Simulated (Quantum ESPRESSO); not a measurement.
**What a tighter setting buys: ecutwfc, Cu9S5 (P1, 14 atoms in the cell)**

Cell: a = 5.7916 Å, b = 6.5097 Å, c = 6.5225 Å, α = 79.57°, β = 64.27°, γ = 64.03°.

Level of theory: LDA (PZ), PSlibrary ultrasoft (LDA) pseudopotentials (plane waves; Quantum ESPRESSO 7.5).

Base settings: ecutwfc = 55 Ry; ecutrho = 330 Ry; occupations = smearing; smearing = mp; degauss = 0.0036749 Ry; potentials = {Cu: Cu.pz-dn-rrkjus_psl.1.0.0.UPF, S: S.pz-n-rrkjus_psl.1.0.0.UPF}; K_POINTS = automatic 4 3 3 0 0 0; conv_thr = 1e-11 Ry.

Misses are taken against the tightest run, 63 Ry (ecutrho: 330 Ry → 378 Ry), which need not be fully converged itself. The energy is the free energy per atom.

The count of work is k-points × plane waves × bands × iterations; it is no time, and leaves out set-up, grids and terms that scale otherwise. Core times come from one kind of shared machine and are given to one figure; runs under 30 s give none.

The starting cell comes from a database of computed structures (which also holds hypothetical and non-ambient phases and stackings), without a prior relaxation at this level. Spin polarisation is off; with an odd number of electrons in the cell that forces a metal, and a magnetic state may lie lower. In the base run, with a pressure of about -8 GPa the cell is away from its equilibrium volume at this level.

```csv
ecutwfc,energy less reference (meV/atom),pressure less reference (GPa),largest difference in the force on any atom (eV/Å),count of work / reference,core time / reference (rough)
22 Ry (ecutrho: 330 Ry → 132 Ry),3061.52,-171.27,0.141,0.19,0.3
28 Ry (ecutrho: 330 Ry → 168 Ry),321.82,-27.42,0.053,0.27,0.3
33 Ry (ecutrho: 330 Ry → 198 Ry),56.46,-2.81,0.021,0.38,0.5
38 Ry (ecutrho: 330 Ry → 228 Ry),40.68,-0.15,0.004,0.47,0.6
44 Ry (ecutrho: 330 Ry → 264 Ry),27.43,-1.11,0.002,0.59,0.7
50 Ry (ecutrho: 330 Ry → 300 Ry),8.99,-0.84,0.001,0.71,0.7
55 Ry,1.73,-0.29,0.001,0.82,1
63 Ry (ecutrho: 330 Ry → 378 Ry),0.00,0.00,0.000,1.0,1
```

Coarsest setting among those run that, with all tighter ones, holds the energy within 20 meV/atom of the reference: 50 Ry (ecutrho: 330 Ry → 300 Ry), off by 9.0 meV/atom; its saving against the reference is no more than about a factor of 2 in the count of work.

Smallest miss in the energy for at most 0.3 times the reference's count of work: 28 Ry (ecutrho: 330 Ry → 168 Ry), with a miss of 320 meV/atom at a count of 0.27.

The step from 22 Ry (ecutrho: 330 Ry → 132 Ry) to 44 Ry (ecutrho: 330 Ry → 264 Ry): it takes the miss in the energy from 3100 to 27 meV/atom, for 3.1 times the count of work and roughly 3 times the time.
